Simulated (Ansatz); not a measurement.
**Effect of uniaxial strain ε_xx = −1.55 % on TlCl**

Take TlCl in the rock salt structure (space group Fm-3m, No. 225; a = 6.333 Å; a model cell, its experimental status unchecked) as the base. Axes: x, y, z lie along the cube axes.

Perturbation: uniaxial strain ε_xx = −1.55 %, all other strain components held at zero, atoms relaxed at fixed cell.

The values are results of plane-wave PAW DFT at the PBEsol level (Ansatz, an electronic-structure program, 420 eV), no spin-orbit coupling, not measurements. Γ-centred 9×9×9 mesh, Fermi–Dirac width 0.05 eV.

The space group goes from Fm-3m (No. 225) to I4/mmm (No. 139) and the shortest interatomic distance decreases by 0.049 Å to 3.118 Å. The energy goes up by 1.3 meV/atom and the pressure (mean of the normal stresses, compression positive) goes from zero to 0.40 GPa. The band gap decreases by 0.07 eV, from 2.09 eV to 2.02 eV and the gap character amounts to direct at N. The electron mass stays 0.26 mₑ along k, 0.36 mₑ across (at L) and the valley order (the lowest conduction-band minima on the path, energy above the VBM, named in the base's zone) changes from L along ⟨111⟩ 2.09 eV; a point along ⟨110⟩, about 0.7 Å⁻¹ from Γ 2.99 eV to L along [1-1-1] 2.02 eV; a point along [011], about 0.7 Å⁻¹ from Γ 2.93 eV. The stress (xx, yy, zz, yz, xz, xy; compression positive) is (0.88, 0.16, 0.16, 0.00, 0.00, 0.00) GPa.

Final structure:

```
CELL_PARAMETERS angstrom
      0.00000     3.16663     3.16663
      3.11754     0.00000     3.16663
      3.11754     3.16663     0.00000
ATOMIC_POSITIONS crystal
  Cl 0.00000 0.00000 0.00000
  Tl 0.50000 0.50000 0.50000
```

Spin-orbit coupling, missing from the scalar runs, can matter with Tl. Masses are band curvatures over ±0.01 Å⁻¹ around the edge. Along k means along the line from Γ to the band edge. Whether these cells are dynamically stable was not tested. This is not the structure that TlCl has at room temperature and ambient pressure. Labels are those of the standard path for the cell's own space group.
